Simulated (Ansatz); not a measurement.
Consider MoS₂ in the 2H-MoS2 type structure (space group P6_3/mmc, No. 194; a = 3.1730 Å, c = 12.4366 Å; layered, stacked along the Cartesian z axis). Axes: x lies along a and z along c of the hexagonal cell.

Computed with Ansatz (a quantum-chemistry and plane-wave program) r2SCAN+rVV10, without spin-orbit coupling.

Before the change:

The valence-band top at Γ is 0.00, -1.13, -1.36 eV. The smallest direct gap is 1.74 eV. The band gap is 1.01 eV and the gap character comes out as indirect, Γ → K–Γ (47 % along).

Perturbation: biaxial strain +2.00 %, plane normal [001], relaxed out of plane (Cartesian); in-plane vectors clamped, the third vector and the atoms free.

Problem. What happens to the valence-band top at Γ?

Solution. The valence-band top at Γ (three highest levels, from the VBM) becomes 0.00, -1.03, -1.28 eV (base: 0.00, -1.13, -1.36 eV).

Problem. How does this affect the smallest direct gap?

Solution. The smallest direct gap falls by 0.215 eV to 1.53 eV.

Problem. What happens to the band gap?

Solution. The band gap falls by 0.35 eV to 0.66 eV.

Problem. Estimate the effect on the ratio −ε⊥/ε∥.

Solution. The ratio −ε⊥/ε∥ is 0.42.

Problem. Estimate the effect on the gap character.

Solution. The gap character goes from indirect, Γ → K–Γ (47 % along) to indirect, Γ → K.

No phonon test of stability was made.
